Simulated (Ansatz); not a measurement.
Ansatz (a first-principles code) run on Nb3Al2Mo3 (R32, 8 atoms in the cell): zone-centre phonon calculation.

Computed with LDA (PW92), default PAW files made with PBE (plane waves; Ansatz).

```yaml
crystal:
  lattice:
    - [3.61050, 2.08452, 2.92996]
    - [-3.61050, 2.08452, 2.92996]
    - [0.00000, -4.16905, 2.92996]
  atoms:
    - { symbol: Al, position: [0.75189, 0.75189, 0.75189] }
    - { symbol: Al, position: [0.24811, 0.24811, 0.24811] }
    - { symbol: Nb, position: [0.24625, 0.75375, 0.50000] }
    - { symbol: Nb, position: [0.50000, 0.24625, 0.75375] }
    - { symbol: Nb, position: [0.75375, 0.50000, 0.24625] }
    - { symbol: Mo, position: [0.24973, 0.75028, 0.00000] }
    - { symbol: Mo, position: [0.00000, 0.24973, 0.75028] }
    - { symbol: Mo, position: [0.75028, 0.00000, 0.24973] }
```

Reference input (self-consistent single point, DFT, PBEsol, plane waves, default PAW files made with PBE): basis.ecutwfc = 30.9 Ry; kpoints.mp_grid.grid = 5 5 5; hamiltonian.xc = pbesol; hamiltonian.pseudopotentials = {kind: paw} (the program's default PAW files); scf.occupations.method = fermi_dirac; scf.occupations.width = 0.0037 Ry. This run's input differs from it in these lines:

Ansatz 0.2 input:
```diff
@@ -20,3 +20,3 @@
 hamiltonian:
-  xc: pbesol
+  xc: lda
   pseudopotentials: { kind: paw }
@@ -24,6 +24,4 @@
   occupations: { method: fermi_dirac, width: 0.0037 Ry }
-output:
-  forces: true
-  eigenvalues: true
-  stress: true
+phonons:
+  method: dfpt
```

Output, abridged:

```
SCF iter   1: F=—  HF=-28883.697576 eV  |F-HF|=—  |Δ(HF+E_count)|=         —  Δρ=6.43e-3  dr2=2.88e-2  ethr=1.77e-3  ⟨swp⟩=6.1  Hψ=11503  notcnv=0  defer=9
all-band conjugate gradients solve this SCF's bands
preconditioner: auto → Kerker (q_TF=auto, 2.544 Å⁻¹)
SCF iter   2: F=—  HF=-28883.698168 eV  |F-HF|=—  |Δ(HF+E_count)|=   5.92e-4  Δρ=3.66e-3  dr2=8.33e-3  ethr=3.31e-5  ⟨swp⟩=1.7  Hψ=4192  notcnv=0  defer=22
   [... lines left out ...]
SCF iter   6: F=—  HF=-28883.697107 eV  |F-HF|=—  |Δ(HF+E_count)|=   1.91e-6  Δρ=4.12e-6  dr2=2.05e-8  ethr=4.47e-10  ⟨swp⟩=2.0  Hψ=4452  notcnv=0  defer=22
SCF iter   7: F=—  HF=-28883.697107 eV  |F-HF|=—  |Δ(HF+E_count)|=   7.06e-9  Δρ=7.39e-7  dr2=5.73e-10  ethr=2.36e-11  ⟨swp⟩=2.0  Hψ=4397  notcnv=0  defer=22
SCF iter   8: F=—  HF=-28883.697107 eV  |F-HF|=—  |Δ(HF+E_count)|=  1.75e-10  Δρ=1.63e-7  dr2=5.25e-11  ethr=1.00e-12  ⟨swp⟩=2.1  Hψ=4960  notcnv=0  defer=22
SCF iter   9: F=-28883.697107 eV  HF=-28883.697107 eV  |F-HF|=0.00e0  |Δ(HF+E_count)|=  1.46e-11  Δρ=2.33e-8  dr2=7.37e-13  ethr=1.00e-12  ⟨swp⟩=9.9  Hψ=14351  notcnv=0
SCF 1 converged in 9 iterations: F = -28883.697107 eV  dr2 = 7.37e-13
DFPT response loops at Γ: preconditioner auto → Kerker (q_TF=auto, 2.544 Å⁻¹) (partly filled bands, converged f_vac=0.000) …
Free energy (F): -28883.697107 eV
Internal energy: -28883.622473 eV  (E = F + TS)
E sigma→0 (E₀):  -28883.659790 eV
Entropy (-TS):   -0.074634 eV (-9.329 meV/atom)
Fermi energy:    15.978496 eV
--- Phonons (Γ-DFPT): 8 representative perturbations + reference, on 63 of 125 k-points (Σ response iterations 30) ---
   [... lines left out ...]
  ASR residual per site (eV/Å²): 9.78e-6 9.78e-6 1.57e-4 1.54e-4 1.54e-4 4.51e-4 4.51e-4 4.51e-4
  Γ frequencies (cm⁻¹): 0.00 0.00 0.00 125.05 125.17 125.63 125.63 127.93 127.93 137.83 137.83 146.46 153.65 154.91 154.91 199.18 203.96 203.96 281.51 283.79 289.25 289.25 294.47 294.47
  non-analytic LO–TO correction: not included (Born effective charges unavailable; polar crystals: no LO–TO splitting at Γ)
```

The run converged in 9 iterations. 

Summary of the result:
| Property | Value |
|---|---|
| Free energy E − TS (on the zero of these files) | -28883.6971 eV |
| Fermi level (on the code's own zero) | 15.98 eV |
| Zone-centre frequencies (cm⁻¹; negative means imaginary) | 0, 0, 0, 125, 125, 126, 126, 128, 128, 138, 138, 146, 154, 155, 155, 199, 204, 204, 282, 284, 289, 289, 294, 294 |

The starting cell comes from a database of computed structures (which also holds hypothetical and non-ambient phases and stackings), without a prior relaxation at this level. Spin polarisation is off.

Cost on one core of a shared machine: roughly 8 min.
